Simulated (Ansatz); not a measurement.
# Amorphous Mo16Te32

A CHGNet melt-quench gave the starting glass, which DFT then relaxed. The hot cell started wider than the set density and was brought back towards it in steps. It is the lowest in DFT energy of 3 quenches. It is a model cell: composition and starting density were chosen by hand, and all elements were melted together. The geometry includes D3(BJ) dispersion.

Method: PBE-D3(BJ), scalar-relativistic without spin-orbit coupling, PAW (Ansatz default set, large-core Te) (plane waves to 420 eV; Ansatz, a program for electronic structure). Geometry, pressure, stress and energy are those of the PBE run. Its sampling: a 2×2×2 Γ-centred mesh; Fermi-Dirac width 0.05 eV; no spin polarisation. The levels at the Fermi energy are partly filled. A closed spacing in one fast-quenched cell at PBE doesn't show the material to be a metal.

| Item | Value |
|---|---|
| Number of atoms in the cell | 48 |
| Density (volume relaxed, with D3(BJ)) | 7.33 g/cm³ |
| Volume per atom | 26.51 Å^3 |
| Pressure on a 2×2×2 Γ-centred mesh | 0.07 GPa |
| Largest force and stress component on that mesh (the relaxation ran on one k-point at (1/4, 1/4, 1/4)) | 0.27 eV/Å and 0.1 GPa |
| Energy relative to Te2Mo (P6_3/mmc) (lowest mix at this level among the phases computed, not always the ambient ones) | 0.274 eV/atom |
| Gap on a 2×2×2 Γ-centred mesh (PBE) | within the smearing (under twice its width) |

Bonds are counted up to Mo-Mo 3.26 Å, Mo-Te 3.20 Å, Te-Te 3.31 Å.

| Item | Value |
|---|---|
| Mean coordination of Mo | 9.25 (3 with 8, 6 with 9, 7 with 10) |
| Mean coordination of Te | 3.94 (13 with 3, 8 with 4, 11 with 5) |
| Mean Mo-Te bond | 2.795 Å (spread 0.081 Å, 88 counted) |
| Mean Mo-Mo bond | 2.823 Å (spread 0.134 Å, 30 counted) |

Its density started from a set value of 6.94 g/cm³. The quench (nominally 66 K/ps over its main leg) was far faster than any real one, so the model tends to hold more defects than a real film. A cell of this size samples the disorder only roughly. Volume and shape were free in the relaxation. On a 2×2×2 Γ-centred mesh force components of up to 0.27 eV/Å stay, since the relaxation ran on one k-point at (1/4, 1/4, 1/4).
